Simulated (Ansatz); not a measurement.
Base system: ZrSe2 in the CdI2 type structure (space group P-3m1, No. 164; a = 3.6619 Å, c = 5.8417 Å; layered, stacked along the Cartesian z axis).

The other end (x = 1) is ZrO2 in the CdI2 type structure (space group P-3m1, No. 164; a hypothetical phase, not in the database extracts checked; layered, stacked along the Cartesian z axis): 13.51 Å³/atom, gap 3.92 eV; this end may not be an ambient phase.

The values are results of Kohn–Sham DFT with the PBEsol-D3(BJ) functional, run in Ansatz (a quantum-chemistry and plane-wave program) with PAW and 420 eV plane waves, no SOC, not measurements.

O replaces a fraction x of Se; each row is one arrangement (x, atoms in the cell, starting space group or random), fully relaxed.

One change was made to it. Results:

The mean first-shell distances amounts to Se–Zr 2.664 Å (end compound 2.655 Å), O–Zr 2.106 Å (end compound 2.100 Å); the deviation of the volume from the linear (Vegard-type) interpolation amounts to +2.1 %; the mixing energy amounts to +0.05 eV/atom (to 0.01 eV only: unlike meshes or grids) (against an end that may be hypothetical).

**Question.** What was done to the base?
(A) x(O) = 0.875, 12 atoms, Pm
(B) x(O) = 0.375, 12 atoms, Pm
(C) x(O) = 0.625, 12 atoms, Pm
(D) x(O) = 0.25, 6 atoms, Pm

**Answer.** D, x(O) = 0.25, 6 atoms, Pm. For comparison, the mean first-shell distances in the other runs: x(O) = 0.375, 12 atoms, Pm gives Se–Zr 2.682 Å (end compound 2.655 Å), O–Zr 2.107 Å (end compound 2.100 Å); x(O) = 0.625, 12 atoms, Pm gives Se–Zr 2.634 Å (end compound 2.655 Å), O–Zr 2.123 Å (end compound 2.100 Å); x(O) = 0.875, 12 atoms, Pm gives Se–Zr 2.653 Å (end compound 2.655 Å), O–Zr 2.104 Å (end compound 2.100 Å).

These are small ordered cells, not random alloys; other orderings at the same x differ. Stability against distortions was not tested. All final runs are without spin polarisation. The zero or small gap of Zr2Se3O, ZrSe2, Zr4Se5O3 and Zr4Se3O5 can change with the level of theory.
